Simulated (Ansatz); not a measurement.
## HgTe, alloy series

Base system: HgTe in the zinc blende structure (space group F-43m, No. 216; a = 6.510 Å).

The other end (x = 1) is HgSb in the zinc blende structure (space group F-43m, No. 216; a hypothetical phase, not in the database extracts checked): 32.75 Å³/atom, gap zero; this end may not be an ambient phase.

Sb replaces a fraction x of Te; each row is one arrangement (x, atoms in the cell, starting space group or random), fully relaxed.

The values are results of Ansatz (a program for electronic structure) PBEsol, no spin-orbit coupling, not measurements.

Candidates:
(a) x(Sb) = 0.75, 8 atoms, P-43m
(b) x(Sb) = 0.667, 6 atoms, P3m1
(c) x(Sb) = 0.5, 4 atoms, P-4m2
(d) x(Sb) = 0.5, 8 atoms, Pmn2_1

For the base:

```
Property           Result
---------------  --------
Volume per atom  34.48 Å³
```

Task: Order them by volume per atom, highest first.

Result: (d) x(Sb) = 0.5, 8 atoms, Pmn2_1 (33.50 Å³), (c) x(Sb) = 0.5, 4 atoms, P-4m2 (33.40 Å³), (b) x(Sb) = 0.667, 6 atoms, P3m1 (33.24 Å³), (a) x(Sb) = 0.75, 8 atoms, P-43m (33.20 Å³)

These are small ordered cells, not random alloys; other orderings at the same x differ. Spin-orbit coupling, missing from the scalar runs, can matter with Hg and Te. No phonon test of stability was made. All final runs are without spin polarisation. An odd electron count without spin: Hg4Sb3Te, HgSb and Hg2SbTe. A zero or small gap of HgTe can be the functional's error rather than a property of the material.
